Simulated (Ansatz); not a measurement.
# Ta: stress against strain

Ta (bcc, Im-3m, 18.068 Å³/atom at rest, cube axes along x, y and z) under a strain ε along a cube axis (axis z), the other axes held. r2SCAN in Ansatz, a plane-wave DFT program (PAW, default set), 500 eV, 28×28×28 Γ-centred mesh, Fermi-Dirac smearing 0.10 eV; ions are relaxed within the symmetry of each cell. Stress is positive for a compressed cell.

Here s stands for strain and y for stress zz.

```
strain (%)  stress zz (GPa)
----------  ---------------
-3.00                     ?
-1.50                  4.28
-1.00                  2.81
-0.50                  1.39
0.00                   0.00
0.50                  -1.35
1.00                  -2.65
1.50                  -3.92
```

**Question.** Using a straight line, estimate the missing y at s = -3.00 from the other rows, showing the fit.

**Answer.** Means: s 0, y 0.080. About the means, the sum of products is -19.130 and the sum of squares of s is 7.0000; the slope is their ratio. Least squares gives y = 0.080 - 2.7329·s. Residuals (row less fit): 0.101, -0.003, -0.056, -0.080, -0.064, 0.003, 0.099; standard error 0.082 (degrees of freedom: 5). The slope gives the elastic constant C11 = 273 ± 3 GPa. At the withheld row, y = 0.080 - 2.7329 × (-3.0) = 8.279 GPa. The calculation gives 8.95 GPa, 0.671 GPa above the prediction (5.2 % of the range of y in the table). The row lies outside the fitted rows, so this is an extrapolation. From the scatter of the fitted rows alone, a prediction at this place has a standard error of 0.128 GPa, so the miss is 5.2 times that.

One order more, fitted to all 13 runs of the series, follows each within 0.01, so the miss is the next term of a smooth law. In a metal these values are sensitive to mesh and smearing; energies are taken to zero smearing, stresses follow the free energy. Rows are the converged runs of the series near zero and its far end; series whose fitted rows scatter by over a few per cent of the range, as at a crossing or softening among them, aren't shown in this form. Most that stay on the fit to the last digits aren't either.
